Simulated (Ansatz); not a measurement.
# Y: pressure series

The reference is Y in the hcp (Mg type) structure (space group P6_3/mmc, No. 194).

Y is modelled in the hexagonal space group P6₃/mmc (No. 194), the hcp (Mg type) structure, Pearson symbol hP2. Lattice parameters: a = 3.656 Å, b = 3.656 Å, c = 5.679 Å, α = 90.00°, β = 90.00°, γ = 120.00°. Y on 2d has 12 Y at 3.538–3.656 Å (anticuboctahedral). (Neighbours: up to the widest gap in distance over summed covalent radii, below 1.35, at either atom.)

Cell and atoms are relaxed at each pressure.

Level of theory: PBE (Ansatz, a first-principles code; PAW; 420 eV plane waves; no spin-orbit coupling).

Candidates:
(a) pressure 30 GPa
(b) pressure 50 GPa
(c) pressure 15 GPa
(d) pressure 75 GPa

Before the change:

- c/a ratio = 1.553

Order them by c/a ratio, lowest first.

(c) pressure 15 GPa (1.580), (a) pressure 30 GPa (1.615), (b) pressure 50 GPa (1.649), (d) pressure 75 GPa (1.688)

Load acts through the strain it causes; cell and atoms are relaxed under it. Stability against distortions was not tested. No other phases were tried under pressure. All final runs are without spin polarisation.
